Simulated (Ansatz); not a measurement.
**Effect of pressure 15 GPa on hypothetical Fm-3m WTe2**

Start from WTe$_{2}$ (space group Fm-3m, No. 225; a = 6.569 Å; a hypothetical phase, not in the database extracts checked).

Modification: cell and atoms relaxed at a pressure of 15 GPa.

Computed with PBEsol (Ansatz, a quantum-chemistry and plane-wave program), no spin-orbit coupling. k-mesh 12×12×12 (Γ-centred); smearing 0.05 eV (Fermi–Dirac).

The volume per atom decreases by 2.41 Å³, from 23.62 Å³ to 21.21 Å³ and the density goes up by 1.17 g/cm³, from 10.29 g/cm³ to 11.46 g/cm³. The lattice parameter a shrinks by 0.438 bohr, from 12.414 bohr to 11.976 bohr and the band gap stays zero.

Final structure:

```yaml
crystal:
  lattice:
    - [0.00000, 3.16864, 3.16864]
    - [3.16864, 0.00000, 3.16864]
    - [3.16864, 3.16864, 0.00000]
  atoms:
    - { symbol: W, position: [0.00000, 0.00000, 0.00000] }
    - { symbol: Te, position: [0.25000, 0.25000, 0.25000] }
    - { symbol: Te, position: [0.75000, 0.75000, 0.75000] }
```

Cost of the whole job for the changed cell (relaxation, final SCF and bands): around 21 core-seconds (rough).

Load acts through the strain it causes; cell and atoms are relaxed under it. Stability against distortions was not tested. No other phases were tried under pressure. The final runs are not spin-polarised. WTe2 has a high density of states at the Fermi level and may be magnetic at this level.
